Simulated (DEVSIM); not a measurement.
abrupt Si p-n junction

Structure: abrupt Si p-n junction, at 300 K.

| layer (left to right) | material | thickness (μm) | Nd (cm⁻³) | Na (cm⁻³) | τn (s) | τp (s) |
|---|---|---|---|---|---|---|
| 1 | Si | 5.20 | - | 1.3e18 | 2.7e-5 | 2.7e-5 |
| 2 | Si | 3.40 | 3.5e15 | - | 2.7e-5 | 2.7e-5 |

Left contact: ohmic. Right contact: ohmic. Voltage is applied to the left contact. Recombination: SRH at mid-gap, radiative. Mobility is μmin + (μ − μmin)/(1 + (N/Nref)^α).

Constants are typed, rounded textbook-type inputs, not results; the design itself was drawn at random and stands for no fabricated device. Values at 300 K.

| parameter | Si |
|---|---|
| gap (eV) | 1.124 |
| affinity (eV) | 4.05 |
| permittivity | 11.7 |
| Nc (cm⁻³) | 2.86e19 |
| Nv (cm⁻³) | 3.1e19 |
| μn (cm²/Vs) | 1417 |
| μp (cm²/Vs) | 470 |
| μn,min | 52 |
| μp,min | 45 |
| Nref,n | 9.7e16 |
| Nref,p | 2.2e17 |
| αn | 0.68 |
| αp | 0.72 |
| B (cm³/s) | 4.7e-15 |

DEVSIM, 1D drift-diffusion, Boltzmann statistics, complete ionisation; no tunnelling, impact ionisation, image-force lowering or self-heating.

The potential step across the device at zero bias is 0.809 V, the largest field in the device at zero bias is 66000 V/cm and the dark forward voltage at 1 A/cm² comes out as 0.579 V. The dark forward voltage at 100 A/cm² comes out as 0.728 V.

Dark forward current:

(V (V), J (A/cm²)): (0.05, 1.5e-9); (0.10, 1.1e-8); (0.15, 7.2e-8); (0.20, 4.9e-7); (0.25, 3.3e-6); (0.30, 2.3e-5); (0.35, 0.00015); (0.40, 0.0011); (0.45, 0.0073); (0.50, 0.050); (0.55, 0.34); (0.60, 2.2); (0.65, 12); (0.70, 52); (0.75, 170); (0.80, 460); (0.85, 1100); (0.90, 2100)

Dark reverse current:

```tsv
V (V)	J (A/cm²)
-0.20	-5.9e-10
-0.50	-9.5e-10
-1.00	-1.4e-9
-1.50	-1.8e-9
-2.00	-2.2e-9
-3.00	-2.8e-9
-4.00	-3.3e-9
-5.00	-3.8e-9
-6.50	-4.4e-9
-8.00	-5.0e-9
-10.00	-5.7e-9
```
